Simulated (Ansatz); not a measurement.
# TiAl (model structure, from the CuPt type, R-3m, No. 166): properties by level of theory

```tsv
level (code)	equilibrium lattice constant a (Å)	c axis length (Å)	enthalpy of formation (eV/atom)
PBE (Ansatz)	2.889	13.981	-0.188
PBEsol (Ansatz)	2.855	13.891	-0.187
PBE-D3(BJ) (Ansatz)	2.840	13.820	-0.183
r²SCAN (Ansatz)	2.875	13.940	-0.201
```

Ansatz's density-functional and Hartree–Fock values are scalar-relativistic unless marked +SOC, with PAW data made under PBE.

Computed values are for the static lattice.

A model structure was made by putting elements into a prototype or built by hand; it is no filed structure, need not be a known phase, and can be a saddle point held by its symmetry.

Ansatz is an electronic-structure program.
